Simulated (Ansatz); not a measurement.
Inside the gap of an insulator the Bloch states are evanescent, with a wavenumber k + iκ along the transport direction.

Consider the following.

```
CELL_PARAMETERS angstrom
      3.39914     0.00000     0.00000
      0.00000     4.80711     0.00000
      1.69957     2.40355     1.69957
ATOMIC_POSITIONS crystal
  Ca 0.00000 0.00000 0.00000
  O  0.00000 0.50000 0.00000
```

Space group of this cell: Fm-3m, rock salt. The cell is taken as given; by r2SCAN its mean pressure is -0.9 GPa.

Transport runs along the normal of the first two printed cell vectors, the (110) plane of the conventional cell.

The gap is the functional's own. No spin-orbit coupling. Mid-gap values are interpolated on the energy grid.

Task: Give the band gap and the smallest decay constant κ at mid-gap that r2SCAN run with Ansatz (an electronic-structure program) yields.

Result: Gap 4.20 eV on a 18×18×18 mesh; κ = 0.364 1/Å, at the zone centre.
